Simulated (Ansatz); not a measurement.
The reference is Ba in the bcc (W type) structure (space group Im-3m, No. 229; a = 4.882 Å).

Calculations: plane-wave PAW DFT at the PBEsol level (Ansatz, a first-principles code, 420 eV), no SOC.

Base values:

| Item | Result |
|---|---|
| Lattice parameter a | 4.882 Å |

Modification: cell and atoms relaxed at a pressure of 5 GPa.

Problem. Estimate the effect on the lattice parameter a.

Solution. The lattice parameter a drops by 0.549 Å (4.882 Å → 4.333 Å).

Load acts through the strain it causes; cell and atoms are relaxed under it. Whether these cells are dynamically stable was not tested. Competing high-pressure phases were not computed.
